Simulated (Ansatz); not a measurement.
Cubic perovskite KCdF₃, treated with r²SCAN+rVV10 (PAW; Ansatz, a first-principles code).

Run with plane-wave cutoff 560 eV, 8×8×8 k mesh, Fermi–Dirac smearing 0.01 eV, scalar-relativistic PAW data made under PBE.

The cell is scaled about its equilibrium volume:

```tsv
V (Å³/atom)	P (GPa)	direct gap at Γ (eV)	smallest gap on the k mesh (eV)
15.632	4.94	6.165	3.782
15.965	3.10	6.015	3.783
16.298	1.46	5.871	3.780
16.630	0.00	5.732	3.776
16.963	-1.29	5.598	3.768
17.295	-2.45	5.468	3.759
17.628	-3.48	5.344	3.748
```

The fundamental gap (3.78 eV at the equilibrium volume, with added k points) lies elsewhere than Γ–Γ.

Note: the relaxation could not lower the start's symmetry, so the cell can be a saddle point above a distorted one.

Spin–orbit coupling is not included.
